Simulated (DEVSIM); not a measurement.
System: Ti/SiO2/p-GaSb capacitor, at 300 K.

```csv
layer (left to right),material,thickness (nm),Na (cm⁻³)
1,SiO2,46.0,-
2,GaSb,4400,1.9e16
```

Metal gate on the left, work function 4.33 eV. Fixed charge at the semiconductor interface 7.9e11 cm⁻² (in units of +e); no interface traps.

The device is made up for the run: typed textbook-type constants, with dimensions and the other settings drawn at random. Values at 300 K; Nc and Nv go as T^1.5, mobilities as T to minus their exponent, the gap by Varshni's rule with the affinity fixed.

| parameter | SiO2 | GaSb |
|---|---|---|
| gap (eV) | 9 | 0.726 |
| affinity (eV) | 0.9 | 4.06 |
| permittivity | 3.9 | 15.7 |
| Nc (cm⁻³) | - | 2.1e17 |
| Nv (cm⁻³) | - | 1.8e19 |
| Varshni α (eV/K) | - | 0.00042 |
| Varshni β (K) | - | 140 |

DEVSIM, 1D Poisson equation in equilibrium, Boltzmann statistics, complete ionisation; no quantum confinement or tunnelling. Metal contacts follow the ideal Schottky-Mott rule: no Fermi-level pinning, no interface dipoles.

Base results: threshold voltage (band bending 2φF) (V) -0.62; minimum of the low-frequency capacitance (μF/cm²) 0.0382; flat-band voltage (V) -1.96.

What follows from this one change: interface trap density 0 → 3e+11 cm^-2 eV^-1?

threshold voltage (band bending 2φF) -0.62 → -0.43 V; minimum of the low-frequency capacitance 0.0382 → 0.0470 μF/cm²; flat-band voltage -1.96 → -2.08 V.

What follows from this one change: temperature 300 → 250 K?

threshold voltage (band bending 2φF) -0.62 → -0.55 V; minimum of the low-frequency capacitance 0.0382 → 0.0362 μF/cm²; flat-band voltage -1.96 → -2.02 V.

What follows from this one change: gate work function 4.33 → 4.03 eV?

threshold voltage (band bending 2φF) -0.62 → -0.92 V; minimum of the low-frequency capacitance little changed (0.0382 μF/cm²); flat-band voltage -1.96 → -2.26 V.

What follows from this one change: fixed charge 7.9e+11 → 1.039e+12 cm^-2?

threshold voltage (band bending 2φF) -0.62 → -1.15 V; minimum of the low-frequency capacitance little changed (0.0385 μF/cm²); flat-band voltage -1.96 → -2.50 V.
